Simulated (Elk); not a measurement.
Input and output of a self-consistent single point for GaBi (Fm-3m, 2 atoms in the cell) (Elk).

Method: PBE, all-electron FP-LAPW, Elk's shipped species files, APW+lo basis with extra local orbitals (Elk 10.2.4).

```yaml
crystal:
  lattice:
    - [0.00000, 2.87992, 2.87992]
    - [2.87992, 0.00000, 2.87992]
    - [2.87992, 2.87992, 0.00000]
  atoms:
    - { symbol: Bi, position: [0.00000, 0.00000, 0.00000] }
    - { symbol: Ga, position: [0.50000, 0.50000, 0.50000] }
```

Reference input (self-consistent single point, DFT, PBE, all-electron FP-LAPW, Elk's shipped species files, APW+lo basis with extra local orbitals): xctype = 20; rgkmax = 7.5; stype = 3; swidth = 0.00367493 Ha; ngridk = 9 9 9; gmaxvr = 16 1/bohr; nxlo = 2; lorbcnd = true; rmtscf = 0.98; lmaxi = 3. This run's input differs from it in these lines:

```diff
@@ -44,4 +44,7 @@
 
-ngridk
-  9 9 9
+autokpt
+  .true.
+
+radkpt
+  30.0
```

The program printed (abridged):

```
│ Self-consistent loop started │
│ Loop number : 1 │
 total energy                :     -23534.3250390
│ Loop number : 2 │
 total energy                :     -23534.3372419
RMS change in Kohn-Sham potential (target) :   0.1503301453     (  0.1000000000E-05)
Absolute change in total energy (target)   :   0.1220290886E-01 (  0.1000000000E-03)
│ Loop number : 3 │
 total energy                :     -23533.6824570
RMS change in Kohn-Sham potential (target) :   0.1379873132     (  0.1000000000E-05)
Absolute change in total energy (target)   :   0.6517341753     (  0.1000000000E-03)
│ Loop number : 4 │
   [... lines left out ...]
Absolute change in total energy (target)   :   0.5079996699E-03 (  0.1000000000E-03)
│ Loop number : 14 │
 total energy                :     -23525.8801691
RMS change in Kohn-Sham potential (target) :   0.1288816115E-06 (  0.1000000000E-05)
Absolute change in total energy (target)   :   0.1289569736E-03 (  0.1000000000E-03)
│ Loop number : 15 │
 total energy                :     -23525.8801552
RMS change in Kohn-Sham potential (target) :   0.1593326030E-07 (  0.1000000000E-05)
Absolute change in total energy (target)   :   0.4609635289E-04 (  0.1000000000E-03)
Convergence targets achieved

│ Loop number : 16 │

Energies :
 Fermi                       :     0.270546922867
 total energy                :     -23525.8801545

Density of states at Fermi energy :    17.70190041
 (states/Hartree/unit cell)

Estimated indirect band gap :   0.1928480544E-01
 from k-point      5 to k-point      1
Estimated direct band gap   :   0.3869186089E-01
 at k-point      6

Charges :
 core                        :    86.00000000
 valence                     :    28.00000000
 interstitial                :    3.258045410
 muffin-tins (core leakage)
  species :    1 (Bi)
   atom    1                 :    81.17609660     (  0.9077109072E-03)
  species :    2 (Ga)
   atom    1                 :    29.56585799     (  0.9766766538E-03)
 total in muffin-tins        :    110.7419546
 total calculated charge     :    113.9925438
 total charge                :    114.0000000
 error                       :   0.7456217895E-02

│ Self-consistent loop stopped │
```

The run converged in 16 iterations. The count includes the last loop, which Elk runs after its targets are met. Against the reference run the free energy goes up by 13.2 meV/atom.

The starting cell was generated: these elements placed on a structure prototype, without a prior relaxation; it need not be a known phase or ordering of this composition. Spin-orbit coupling is off. Values depend on the basis (sphere radii, cutoffs, local orbitals), which need not be converged. The log's line on a gap gives a spacing of levels on this mesh, which the program prints for metals too.
